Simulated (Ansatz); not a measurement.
Amorphous Si24O49Ca, 74 atoms at 2.35 g/cm³, one PBE-relaxed geometry, zone centre. Methods: PBE, scalar-relativistic without spin-orbit coupling (Ansatz, a first-principles code); r2SCAN, scalar-relativistic without spin-orbit coupling (Ansatz); HSE06, scalar-relativistic without spin-orbit coupling (Ansatz). Plane waves to 420 eV (r2SCAN 500 eV); exact exchange is cut at the cell's faces. At PBE the levels at the filled edge of the gap are localised (band-tail or defect states), and the nearest spread-out levels lie 5.5 eV apart at the zone centre. All rungs ran without spin polarisation.

Preparation: random packing, a CHGNet melt and quench, and a DFT relaxation. O atoms were pushed apart under 1.9 Å during the dynamics, to hinder bonds among them. The hot cell started wider than the set density and was brought back towards it in steps. It is the lowest in DFT energy of 2 quenches. It is a model cell: composition and starting density were chosen by hand, and all elements were melted together. No dispersion term was used. Its density started from a set value of 2.23 and ended at 2.35 g/cm³. The simulated quench (nominally 400 K/ps over its main leg) is rapid and tends to freeze in more defects than a deposited or slowly cooled glass has. Values belong to this one cell and scatter from quench to quench. Volume and shape were free in the relaxation.

The relaxation ran on the zone centre alone. At PBE the level gap is 4.23 eV on a 2×2×2 Γ-centred mesh, and the spacing at the zone centre alone 4.23 eV.

Task: What zone-centre spacing does r2SCAN give, roughly?

Result: 4.85 eV (+0.61 eV against PBE).

Task: What zone-centre spacing does HSE06 give, roughly?

Result: 5.95 eV (+1.72 eV against PBE).

The highest filled and the lowest empty state spread over these numbers of atoms (participation numbers): PBE: 1.9 and 68.5; r2SCAN: 1.8 and 68.4; HSE06: 1.8 and 68.3.
